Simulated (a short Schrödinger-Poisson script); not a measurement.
Structure: symmetric double-gate stack, HfO2 on p-type Si(110), at 300 K.

```
layer  material  thickness (nm)  Na (cm⁻³)
-----  --------  --------------  ---------
1          HfO2             3.7          -
2            Si               2       1e16
3          HfO2             3.7          -
```

Constants are typed, rounded textbook-type inputs, not results; the design itself was drawn at random and stands for no fabricated device. HfO2: permittivity 22, conduction-band edge (eV) 1.55, gap (eV) 5.7, electron mass (mₑ) 0.2. Si: permittivity 11.7, conduction-band edge (eV) 0, gap (eV) 1.124, Nv at 300 K (cm⁻³) 3.1e19.

Channel valleys (confinement mass, in-plane density-of-states mass, number): Δ4 0.315, 0.324, 4; Δ2 0.19, 0.417, 2. At the gates, both at one voltage, the conduction-band edge of layer 1 lies 2.15 eV − eVg above the Fermi level of the channel. Gaps are held at their typed values at every temperature. Mesh 0.03 nm at interfaces.

Solved with a short Schrödinger-Poisson script written for these runs: 1D Poisson equation in equilibrium, electrons classical, Fermi-Dirac, parabolic valleys, classical holes, full ionisation, no traps, pinning or gate leakage.

The same stack at other levels of the model or other numerical settings:

| run | sheet density of all electrons at Vg = 1.3 V (cm⁻²) | sheet density of all electrons at Vg = 0.7 V (cm⁻²) | capacitance of both gates at Vg = 1.3 V (μF/cm²) | gate voltage at 1e11 electrons/cm² (V) | rough cost against the base |
|---|---|---|---|---|---|
| base | 3.45e13 | 5.22e12 | 8.26 | 0.50 | about 1 |
| electrons treated as classical, Boltzmann | 3.92e13 | 5.64e12 | 9.65 | 0.50 | 0.4 |
| electrons treated as quantum, Hartree | 1.90e13 | 6.46e9 | 7.22 | 0.77 | 4 |
| mesh six times as coarse | 3.35e13 | 5.05e12 | 8.02 | 0.50 | 0.6 |

The classical rows ignore confinement, and Boltzmann statistics overrate the density once the band edge passes the Fermi level.
